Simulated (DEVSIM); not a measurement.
Device: Ni/Si3N4/p-Ge capacitor, at 400 K.

```
layer (left to right)  material  thickness (nm)  Na (cm⁻³)
---------------------  --------  --------------  ---------
1                         Si3N4            27.0          -
2                            Ge            1600     1.4e17
```

Metal gate on the left, work function 5.1 eV. Fixed charge at the semiconductor interface 3.5e10 cm⁻² (in units of +e); no interface traps.

The device is made up for the run: typed textbook-type constants, with dimensions and the other settings drawn at random. Values at 300 K; Nc and Nv go as T^1.5, mobilities as T to minus their exponent, the gap by Varshni's rule with the affinity fixed.

```csv
parameter,Si3N4,Ge
gap (eV),5.1,0.664
affinity (eV),2.1,4
permittivity,7.5,16
Nc (cm⁻³),-,1.04e19
Nv (cm⁻³),-,6e18
Varshni α (eV/K),-,0.000477
Varshni β (K),-,235
```

Simulated with DEVSIM: 1D Poisson equation in equilibrium, Boltzmann statistics, complete ionisation; no quantum confinement or tunnelling. Metal contacts follow the ideal Schottky-Mott rule: no Fermi-level pinning, no interface dipoles.

The substrate doping was swept, all else fixed.

```
substrate doping (cm^-3)  minimum of the low-frequency capacitance (μF/cm²)  threshold voltage (band bending 2φF) (V)  flat-band voltage (V)
------------------------  -------------------------------------------------  ----------------------------------------  ---------------------
7e15                                                                 0.0947                                      0.89                   0.70
1.4e16                                                               0.0994                                      0.96                   0.68
2.8e16                                                                0.110                                      1.07                   0.65
7e16                                                                  0.123                                      1.27                   0.62
1.4e17                                                                0.136                                      1.49                   0.60
2.8e17                                                                0.151                                      1.81                   0.57
```

From the first row to the last the minimum of the low-frequency capacitance goes from 0.0947 to 0.151. From the first row to the last the threshold voltage (band bending 2φF) goes from 0.89 to 1.81.
